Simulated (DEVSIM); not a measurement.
System: abrupt Si p-n junction, at 350 K.

```csv
layer (left to right),material,thickness (μm),Nd (cm⁻³),Na (cm⁻³),τn (s),τp (s)
1,Si,4.10,-,6.6e18,2.6e-6,2.6e-6
2,Si,250,2.5e17,-,2.6e-6,2.6e-6
```

Left contact: ohmic. Right contact: ohmic. Voltage is applied to the left contact. Recombination: SRH at mid-gap, radiative, Auger. Mobility is μmin + (μ − μmin)/(1 + (N/Nref)^α).

Constants are typed, rounded textbook-type inputs, not results; the design itself was drawn at random and stands for no fabricated device. Values at 300 K; Nc and Nv go as T^1.5, mobilities as T to minus their exponent, the gap by Varshni's rule with the affinity fixed.

```
parameter               Si
----------------  --------
gap (eV)             1.124
affinity (eV)         4.05
permittivity          11.7
Nc (cm⁻³)          2.86e19
Nv (cm⁻³)           3.1e19
μn (cm²/Vs)           1417
μp (cm²/Vs)            470
μn,min                  52
μp,min                  45
Nref,n              9.7e16
Nref,p              2.2e17
αn                    0.68
αp                    0.72
T exponent of μn       2.3
T exponent of μp       2.2
B (cm³/s)          4.7e-15
Cn (cm⁶/s)         2.8e-31
Cp (cm⁶/s)         9.9e-32
Varshni α (eV/K)  0.000473
Varshni β (K)          636
```

Model (solved in DEVSIM): 1D drift-diffusion, Boltzmann statistics, complete ionisation; no tunnelling, impact ionisation, image-force lowering or self-heating.

The doping Na of layer 1 was swept, all else fixed.

```csv
doping Na of layer 1 (cm^-3),potential step across the device at zero bias (V),dark forward voltage at 1 A/cm² (V),dark forward voltage at 100 A/cm² (V),largest field in the device at zero bias (V/cm)
2e17,0.802,(withheld),(withheld),(withheld)
6.6e17,0.838,0.634,0.925,210000
2e18,0.871,0.666,0.944,240000
6.6e18,0.907,0.681,0.954,270000
```

Task: Some entries are withheld; supply them.

Result: 
- 2e17, dark forward voltage at 1 A/cm² (V): 0.588
- 2e17, dark forward voltage at 100 A/cm² (V): 0.889
- 2e17, largest field in the device at zero bias (V/cm): 160000
